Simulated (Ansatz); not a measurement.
**Ni₃Ge under load (space group P4/mmm): band-structure transport figures**

Data:

```xyz
4
Lattice="3.5313 0.0000 0.0000 0.0000 3.5313 0.0000 0.0000 0.0000 3.5073" Properties=species:S:1:pos:R:3 pbc="T T T"
Ni     1.7657     0.0000     1.7537
Ni     0.0000     1.7657     1.7537
Ni     1.7657     1.7657     0.0000
Ge     0.0000     0.0000     0.0000
```

The numbers are results of PBEsol, rigid bands (plane waves, PAW, scalar-relativistic; Ansatz, an electronic-structure program), not measurements. Condition of this run: uniaxial stress zz = 1 GPa (compression positive) (the target of the relaxation). Geometry: cell and atoms relaxed with PBEsol, then loaded as said.

```yaml
density of states at the Fermi level: 2.23 states/(eV·cell), both spins
bare Sommerfeld coefficient: 1.31 mJ/(mol of atoms·K²)
drude_plasma_energy: 1.76 (x), 1.76 (y), 1.82 (z) eV
root-mean-square Fermi velocity: 1.5e5 m/s
resistivity times τ: 158 (x), 158 (y), 147 (z) ×10⁻²² Ω·m·s
```

A metal at this level (no band gap); rigid bands, thermally averaged at 300 K, both spins. Spin-orbit coupling is left out. τ is one relaxation time for all states.

Treated as nonmagnetic (a ferromagnetic start lost its moment, other orders weren't tried): Ni3Ge under load (space group P4/mmm).
